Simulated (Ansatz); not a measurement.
The reference is PbTe in the rock salt structure (space group Fm-3m, No. 225).

```xyz
2
Lattice="0.0000 3.2212 3.2212 3.2212 0.0000 3.2212 3.2212 3.2212 0.0000" Properties=species:S:1:pos:R:3 pbc="T T T"
Te     0.0000     0.0000     0.0000
Pb     3.2212     3.2212     3.2212
```

Levels (all Ansatz, an electronic-structure program, PAW, earlier PAW set): PBEsol (420 eV, scalar-relativistic without spin-orbit coupling); HSE06+SOC (420 eV, noncollinear with spin-orbit coupling).

Its gap is 0.65 eV with PBEsol and 0.14 eV with HSE06+SOC.

It is then changed as follows: full substitution Te → S; the structure is relaxed again.

With PBEsol the gap becomes 0.20 eV.

If the HSE06+SOC correction stayed the same, what would the HSE06+SOC gap be, and what does the HSE06+SOC run give?

A rigid correction of -0.51 eV gives -0.31 eV. The HSE06+SOC run gives 0.23 eV, so the correction itself changes by +0.54 eV.

Single points use the geometry relaxed with PBEsol. HSE06 gaps are upper bounds (no full band path). The spin-orbit shifts are approximate. Spin-orbit coupling, missing from the scalar runs, can matter with Pb and Te. Stability against distortions was not tested. The zero or small gap of PbS can change with the level of theory.
